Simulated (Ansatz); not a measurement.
**GaN (model structure, started from the PtS type, P4₂/mmc, No. 131, 4 atoms in the cell): properties by level of theory**

| level (code) | lattice parameter a (Å) | lattice parameter c (Å) |
|---|---|---|
| PBE (Ansatz) | 3.052 | ___ |
| PBEsol (Ansatz) | 3.010 | ___ |
| PBE-D3(BJ) (Ansatz) | 3.024 | 5.293 |

Question: Some entries are withheld; supply them.

Answer: 
- PBE (Ansatz, a quantum-chemistry and plane-wave program), lattice parameter c (Å): 5.315
- PBEsol (Ansatz), lattice parameter c (Å): 5.260

Ansatz's density-functional and Hartree–Fock values are scalar-relativistic unless marked +SOC, with PAW data made under PBE.

Computed values are for the static lattice.

A model structure was made by putting elements into a prototype or built by hand; it is no filed structure, need not be a known phase, and can be a saddle point held by its symmetry.
